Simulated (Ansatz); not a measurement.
Element substitutions in MgO

Base system: MgO in the rock salt structure (space group Fm-3m, No. 225; a = 4.2141 Å).

Each row replaces one element on all its sites; cell and atoms are relaxed.

The values are results of Ansatz (a first-principles code), PBEsol, PAW, cutoff 420 eV, scalar-relativistic without spin-orbit coupling, not measurements.

| change | width of the top valence band | density | smallest direct gap |
|---|---|---|---|
| base | 1.79 eV | 3.58 g/cm³ | 4.62 eV |
| O → Se | 2.57 eV | 4.24 g/cm³ | 2.50 eV |
| Mg → Ca | … | … | … |
| Mg → Sr | 1.15 eV | 5.12 g/cm³ | 3.26 eV |

Task: Complete the table.

Result: 
- Mg → Ca, width of the top valence band: 1.26 eV
- Mg → Ca, density: 3.44 g/cm³
- Mg → Ca, smallest direct gap: 3.92 eV

Whether these cells are dynamically stable was not tested.
